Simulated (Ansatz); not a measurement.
The parent structure is TiB₂ (space group P6/mmm, No. 191).

```
CELL_PARAMETERS angstrom
      2.99392     0.00000     0.00000
     -1.49696     2.59281     0.00000
      0.00000     0.00000     3.15953
ATOMIC_POSITIONS crystal
  Ti 0.00000 0.00000 0.00000
  B  0.66667 0.33333 0.50000
  B  0.33333 0.66667 0.50000
```

Cartesian axes are those of the cell as printed.

Level of theory: Ansatz (a program for electronic structure) LDA, scalar-relativistic without spin-orbit coupling.

Strains are applied to the cell and any free atomic positions relax; under biaxial strain the out-of-plane vector relaxes too.

One change was made to it. Results:

The pressure (mean of the normal stresses, compression positive) goes from zero to 7.6 GPa; the volume per atom decreases by 0.184 Å³ to 7.99 Å³; the band gap is still zero.

What was done to the base?
A. biaxial strain +1.50 %, plane normal [001], relaxed out of plane
B. biaxial strain −3.00 %, plane normal [001], relaxed out of plane
C. biaxial strain −1.50 %, plane normal [001], relaxed out of plane

C, biaxial strain −1.50 %, plane normal [001], relaxed out of plane. For comparison, the pressure in the other runs: biaxial strain +1.50 %, plane normal [001], relaxed out of plane gives -6.8 GPa; biaxial strain −3.00 %, plane normal [001], relaxed out of plane gives 16.2 GPa.

A case with no gap was solved on a k-mesh chosen for an insulator, which is coarse for it. Without a gap, meshes like the base's 13×13×10 leave anisotropic stresses uncertain by several tenths of a GPa, and small strain energies with them. Whether these cells are dynamically stable was not tested. All final runs are without spin polarisation.
